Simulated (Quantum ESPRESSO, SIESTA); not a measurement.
A SIESTA input for a relaxation of cell and atoms of ZrO2 (Fm-3m, 3 atoms in the cell) (DFT, GGA PBE, numerical atomic orbitals TZP, PseudoDojo PBE standard norm-conserving potentials (rewritten from UPF to PSML)):

```
# files in the folder: Zr.psml O.psml (PseudoDojo PBE standard)
SystemName  ZrO2
SystemLabel zro2

NumberOfAtoms                3
NumberOfSpecies              2
%block ChemicalSpeciesLabel
  1 40 Zr
  2 8 O
%endblock ChemicalSpeciesLabel
LatticeConstant              3.641283 Ang
%block LatticeVectors
     0.000000000    0.707106808    0.707106808
     0.707106808    0.000000000    0.707106808
     0.707106808    0.707106808    0.000000000
%endblock LatticeVectors
AtomicCoordinatesFormat      Ang
%block AtomicCoordinatesAndAtomicSpecies
     0.000000000    0.000000000    0.000000000  1
     1.287388000    1.287388000    1.287388000  2
     3.862164000    3.862164000    3.862164000  2
%endblock AtomicCoordinatesAndAtomicSpecies

XC.functional                GGA
XC.authors                   PBE
PAO.BasisSize                TZP
PAO.EnergyShift              0.01 Ry
MeshCutoff                   300 Ry
%block kgrid.MonkhorstPack
    6   0   0  0.0
    0   6   0  0.0
    0   0   6  0.0
%endblock kgrid.MonkhorstPack
OccupationFunction           FD
ElectronicTemperature        50.0 meV

MaxSCFIterations             150
SCF.Mixer.Method             Pulay
SCF.Mixer.Weight             0.25
SCF.Mixer.History            6
SCF.DM.Tolerance             1.0E-05
Diag.ParallelOverK           true
MD.TypeOfRun                 Broyden
MD.Steps                     40
MD.MaxForceTol               0.02 eV/Ang
MD.VariableCell              true
MD.MaxStressTol              0.05 GPa
WriteForces                  true
Charge.Mulliken              end
```

Give the Quantum ESPRESSO input for the same structure, mesh, smearing and functional.

One input that does it (others would too):

```fortran
&control
  calculation = 'vc-relax'
  prefix = 'ZrO2'
  outdir = './tmp/'
  pseudo_dir = './'
/
&system
  ibrav = 0
  nat = 3
  ntyp = 2
  ecutwfc = 55
  ecutrho = 440
  occupations = 'smearing'
  smearing = 'fermi-dirac'
  degauss = 0.0036749
/
&electrons
  conv_thr = 1.0d-10
  mixing_beta = 0.7
/
&ions
/
&cell
/
ATOMIC_SPECIES
Zr    91.2240  Zr_pbe_v1.uspp.F.UPF
O     15.9990  O.pbe-n-kjpaw_psl.0.1.UPF
ATOMIC_POSITIONS angstrom
Zr    0.0000000000    0.0000000000    0.0000000000
O     1.2873880000    1.2873880000    1.2873880000
O     3.8621640000    3.8621640000    3.8621640000
K_POINTS automatic
6 6 6  0 0 0
CELL_PARAMETERS angstrom
   0.0000000000     2.5747760000     2.5747760000
   2.5747760000     0.0000000000     2.5747760000
   2.5747760000     2.5747760000     0.0000000000
```

Basis, cutoffs, solver keys and any potentials are the target program's own. This input uses DFT, PBE, plane waves, SSSP 1.1.2 efficiency (PBE) pseudopotentials.

The starting cell has typed, rounded lattice constants, without a prior relaxation at this level. Its lattice was rescaled by a random factor within 2.5 % of one.
